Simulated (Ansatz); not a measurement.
Functionals compared on NH2 on the 1x1 (100) surface of monoclinic ZrO2 (cut with top plane 2 O), one in a 1x1 cell, started at the site 'over Zr at depth 1.1 Å', in Ansatz (plane waves, PAW). The structure was relaxed with PBE; the other rows are single points on it, each with its references at the same level. Cutoff 420 eV (500 eV for r2SCAN). The points keep PBE's geometry, so the relaxation of a polaron and the settling of charge on one site are left out.

Host crystal: monoclinic ZrO2, with a band gap (PBE, scalar-relativistic without spin-orbit coupling).

Slab: 27 atoms, 9.4 Å thick at the start under the adsorbate (thin: gaps and levels are the slab's own); k 4x4x1, smearing 0.01 eV, dipole-corrected; 12 atoms held, the rest relaxed; no symmetry held; spin-polarised, ending with about 1.0 μB a cell; orders that need a larger cell were not tried, no spin-orbit, no U, no dispersion correction. At the end it is bonded to Zr. In PBE it is, or lies within 0.03 eV of, the lowest of the starts that converged. These notes are the PBE run's. r2SCAN: The program's check for a lower electronic state was not made. Adsorption energies are against NH3(g) − ½ H2(g). A negative adsorption energy means that the adsorbate is more stable on the surface than in its reference.

```csv
functional,adsorption energy (eV),gap of the slab on its k-mesh (eV),highest filled level below the top vacuum level (eV),magnetic moment of the cell (μB),rough cost of the single point
PBE,1.38,0.38,5.72,1.00,–
RPBE,1.53,0.42,5.57,1.00,about 7 core-minutes (a rough figure)
r2SCAN,1.09,1.04,5.77,1.00,about 12 core-minutes (a rough figure)
```

Ansatz is an electronic-structure program.
